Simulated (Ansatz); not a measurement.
We consider quartz-high SiO₂ (high-temperature phase), described by PBE0 (PAW; Ansatz, a program for electronic structure).

From the output:

```
WARN output.stress: scf.exx.energy_threshold = 1e-6 eV is looser than the 9e-8 eV advised for a stress under a hybrid functional (1e-8 eV for each atom of the …
Crystal: 9 atoms, lattice volume = 124.269 Å³
Basis set: ecut = 460 eV, 2809 PW (Γ), exchange–correlation on 72×72×80 points (8 copies of the dense FFT grid, shifted against one another)
Bands: 33, of which v1, the nominal top of the filled ones, is band 24 counted from 1 (23 counted from 0)
Symmetry: 12 space group operations
Space group: P6422 (ITA 181), of the structure as read, at distance tolerance 5.0e-5 Å
k-points: 21 of 144 (time reversal used)
Functional: x = pbe(κ = 0.804, μ = 0.2195149727645171), c = pbe(β = 0.06672455060314922), warm-up for x = 0.75 pbe(κ = 0.804, μ = 0.2195149727645171) + 0.25 exact, c = pbe(β = 0.06672455060314922)
SCF iter   1: F=—  HF=-5322.210114 eV  |F-HF|=—  |Δ(HF+E_count)|=         —  Δρ=1.58e-3  dr2=1.54e-3
SCF iter   2: F=-5322.211600 eV  HF=-5322.211173 eV  |F-HF|=4.27e-4  |Δ(HF+E_count)|=   1.06e-3  Δρ=7.17e-4  dr2=1.27e-4
Crystal: 9 atoms, lattice volume = 124.269 Å³
Initial density: handed on by an earlier stage of this run
Functional: x = 0.75 pbe(κ = 0.804, μ = 0.2195149727645171) + 0.25 exact, c = pbe(β = 0.06672455060314922)
  ...
Crystal: 9 atoms, lattice volume = 124.269 Å³
SCF iter   4: F=—  HF=-5324.293371 eV  |F-HF|=—  |Δ(HF+E_count)|=   9.17e-8  Δρ=4.65e-6  dr2=1.77e-8
SCF iter   5: F=-5324.293371 eV  HF=-5324.293371 eV  |F-HF|=3.64e-12  |Δ(HF+E_count)|=   6.40e-9  Δρ=1.40e-7  dr2=5.33e-11
SCF 3 converged in 5 iterations: F = -5324.293371 eV  dr2 = 5.33e-11
Free energy (F): -5324.293371 eV
Internal energy: -5324.293371 eV  (E = F + TS)
E sigma→0 (E₀):  -5324.293371 eV
Fermi energy:    4.133992 eV
--- Forces (eV/Å), atoms counted from 1 ---
  atom   1  Si     0.00000000     0.00000000    -0.00000000
  atom   2  Si    -0.00000000    -0.00000000     0.00000000
  atom   3  Si    -0.00000000     0.00000000     0.00000000
  atom   4  O     -0.16686476    -0.09633941    -0.00000000
  atom   5  O     -0.00000000    -0.19267883     0.00000000
  atom   6  O      0.16686476    -0.09633941     0.00000000
  atom   7  O      0.16686476     0.09633941    -0.00000000
  atom   8  O      0.00000000     0.19267883     0.00000000
  atom   9  O     -0.16686476     0.09633941     0.00000000
--- Stress (GPa, compression-positive) ---
       -2.538975      -0.000000       0.000000
        0.000000      -2.538975       0.000000
        0.000000      -0.000000      -2.382733
  P = ⅓ Tr σ = -2.4869 GPa (-24.869 kbar)
```

### Question
Write an input file that could have produced this run (the log leaves some choices open).

### Answer
Several could match; the one computed here: 
Ansatz 0.2 input:
```yaml
crystal:
  lattice:
    - [5.0808834116, 0.0, 0.0]
    - [-2.5404417058, 4.4001741081, 0.0]
    - [0.0, 0.0, 5.5584538404]
  atoms:
    - { symbol: Si, position: [0.0, 0.5, 0.3333333333] }
    - { symbol: Si, position: [0.5, 0.0, 0.0] }
    - { symbol: Si, position: [0.5, 0.5, 0.6666666667] }
    - { symbol: O, position: [0.5844168049, 0.7922084025, 0.8333333333] }
    - { symbol: O, position: [0.7922084025, 0.5844168049, 0.5] }
    - { symbol: O, position: [0.2077915975, 0.7922084025, 0.1666666667] }
    - { symbol: O, position: [0.4155831951, 0.2077915975, 0.8333333333] }
    - { symbol: O, position: [0.2077915975, 0.4155831951, 0.5] }
    - { symbol: O, position: [0.7922084025, 0.2077915975, 0.1666666667] }
basis:
  ecutwfc: 460
  ecutrho_ratio: 4
  xc_grid: 2
kpoints:
  mp_grid: { grid: [6, 6, 4] }
  band_path: { path: [[0, 0, 0], [0, 0, 0.4]], npoints: 1 }
hamiltonian:
  xc: pbe0
  dispersion: none
  pseudopotentials: { kind: paw }
scf:
  occupations: { method: fermi_dirac, width: 0.01 }
  convergence: { dr2_threshold: 0.0000000009 }
output:
  forces: true
  stress: true
  eigenvalues: true
  write_bands: true
```

The PAW data were made under PBE.

Note: symmetry holds this phase in the static calculation, where it need not be a minimum. Note: held by symmetry at 0 K, a high-temperature phase can be a saddle point. Note: cell and atoms aren't relaxed at this level (largest force component 0.19 eV/Å, pressure -2.5 GPa).

Computing time: around 10 core-minutes (rough).
